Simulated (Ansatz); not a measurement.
Start from AgCl in the rock salt structure (space group Fm-3m, No. 225).

```
CELL_PARAMETERS angstrom
      0.00000     2.72374     2.72374
      2.72374     0.00000     2.72374
      2.72374     2.72374     0.00000
ATOMIC_POSITIONS crystal
  Ag 0.00000 0.00000 0.00000
  Cl 0.50000 0.50000 0.50000
```

Cartesian axes are those of the cell as printed.

Method: Ansatz (a program for electronic structure), PBEsol, PAW, cutoff 420 eV, no spin-orbit coupling.

Strains are applied to the cell and any free atomic positions relax; under biaxial strain the out-of-plane vector relaxes too.

One change was made to it. Results:

The smallest direct gap goes up by 0.02 eV to 3.05 eV; the band gap drops by 0.037 eV (0.72 eV → 0.69 eV).

### Question
Name the change that was made.
A) biaxial strain −0.50 %, plane normal [001], relaxed out of plane
B) biaxial strain +2.50 %, plane normal [001], relaxed out of plane
C) biaxial strain −2.00 %, plane normal [001], relaxed out of plane
D) biaxial strain −2.50 %, plane normal [001], relaxed out of plane
E) biaxial strain +3.00 %, plane normal [001], relaxed out of plane

### Answer
A, biaxial strain −0.50 %, plane normal [001], relaxed out of plane. For comparison, the band gap in the other runs: biaxial strain +3.00 %, plane normal [001], relaxed out of plane gives 0.57 eV; biaxial strain −2.00 %, plane normal [001], relaxed out of plane gives 0.58 eV; biaxial strain −2.50 %, plane normal [001], relaxed out of plane gives 0.55 eV; biaxial strain +2.50 %, plane normal [001], relaxed out of plane gives 0.59 eV.

Stability against distortions was not tested.
